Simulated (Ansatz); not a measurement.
The starting structures come from a database of crystals and need not be the phases stable at ambient conditions.

```xyz
12
Lattice="6.7831 0.0000 0.0000 2.7105 6.2181 0.0000 2.0363 -3.1090 3.7165" Properties=species:S:1:pos:R:3 pbc="T T T"
Ca     8.1384     3.1090     1.8583
Ca     4.7468     3.1090     0.0000
W      3.3916     0.0000     1.8583
W      0.0000     0.0000     0.0000
O      6.7960     1.7691     0.3235
O      4.0342     0.8076     0.3854
O      6.3737     2.4139     3.3931
O      4.3887     0.2664     3.3312
O      6.0892     4.4489     1.5348
O      6.1405    -0.8076     1.4729
O      8.5478     0.6951     2.1817
O      3.7497     2.8426     2.2436
```

Space group of this cell: I4_1/a. The cell is taken as given; by r2SCAN its mean pressure is -2.4 GPa.

Transport runs along the normal of the first two printed cell vectors, the (110) plane of the conventional cell.

The gap is the functional's own, uncorrected, and κ follows it; spin-orbit coupling is left out. Mid-gap values are interpolated between the computed energies.

Task: Estimate the band gap and the smallest decay constant κ at mid-gap that r2SCAN (Ansatz, a program for electronic structure) returns for this system.

Result: Gap 4.50 eV on a 8×8×8 mesh; κ = 0.521 1/Å, at the zone centre.
